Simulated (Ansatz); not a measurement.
MgCdTe$_{2}$ (R3m), PBEsol with spin-orbit coupling, rigid bands (Ansatz, a quantum-chemistry and plane-wave program). Condition of this run: spin-orbit coupling switched on. Band gap 1.02 eV, N_c = 9.22e17 cm⁻³ and N_v = 1.36e19 cm⁻³ at 300 K, conductivity masses along x (a = (2.29, 1.32, 7.45) Å; b = (-2.29, 1.32, 7.45) Å; c = (0.00, -2.64, 7.45) Å) of 0.105 mₑ (electrons) and 0.465 mₑ (holes). Take k_BT = 0.02585 eV.

Find the intrinsic carrier density and the intrinsic Fermi level.

n_i = √(N_c N_v) exp(−E_g/2k_BT) = 3.54e18 × exp(−19.73) = 9.6e9 cm⁻³. The level lies (k_BT/2) ln(N_v/N_c) = 35 meV from mid-gap (positive towards the conduction band). Each 0.1 eV added to the gap lowers n_i by a factor of 6.9.

A film of it is 8 nm thick, with its normal along the direction named. Estimate the confinement energies in an infinite well.

ħ²π²/(2m t²) = 0.376 eV·nm²/(m/mₑ × t²) gives 56.0 meV for electrons and 12.6 meV for holes, so the gap would widen to about 1.09 eV. Finite barriers and nonparabolic bands lower this, and with several valleys or bands the heaviest mass along the normal sets the lowest level, not this average.

What thermal injection velocity √(2k_BT/πm) limits a ballistic channel along the direction named?

1.66e7 cm/s for electrons and 7.89e6 cm/s for holes, a ratio of √(m_h/m_e) = 2.10, for dilute carriers.

Rigid bands with the computed gap; masses take one relaxation time for all states.

Computed structure with no diffraction record at hand here (it may be known, metastable or hypothetical): MgCdTe2 (R3m).
